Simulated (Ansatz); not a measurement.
The starting structures come from a database of crystals and need not be the phases stable at ambient conditions.

Tunnelling through a barrier is set by its complex band structure: the current falls as exp(−2κd) with the smallest κ.

```xyz
14
Lattice="7.6681 0.0000 0.0000 -3.8341 6.6408 0.0000 3.8341 2.2136 6.2610" Properties=species:S:1:pos:R:3 pbc="T T T"
Al     7.6681     4.4272     5.4784
Al     1.9170     3.3204     2.3479
Al     5.7511     3.3204     2.3479
Al     0.0000     6.6408     2.3479
Cd     3.8341     6.6408     4.6957
Cd     0.0000     0.0000     0.0000
Se     2.1274     1.2283     0.8685
Se     7.6681     2.4566     3.8272
Se     3.8341     2.2136     3.6554
Se     5.9615     5.4125     3.8272
Se     3.8341     4.1842     0.8685
Se     1.7066     5.4125     3.8272
Se     5.5407     1.2283     0.8685
Se     0.0000     4.4272     1.0403
```

Space group of this cell: Fd-3m, spinel. The cell is taken as given; by PBEsol its mean pressure is -0.6 GPa.

Transport runs along the normal of the first two printed cell vectors, the (111) plane of the conventional cell.

The gap is the functional's own. No spin-orbit coupling. Mid-gap values are interpolated on the energy grid.

Task: Predict the band gap and the smallest decay constant κ at mid-gap from PBEsol in Ansatz (a first-principles code).

Result: Gap 1.36 eV on a 6×6×6 mesh; κ = 0.087 1/Å, at the zone centre.
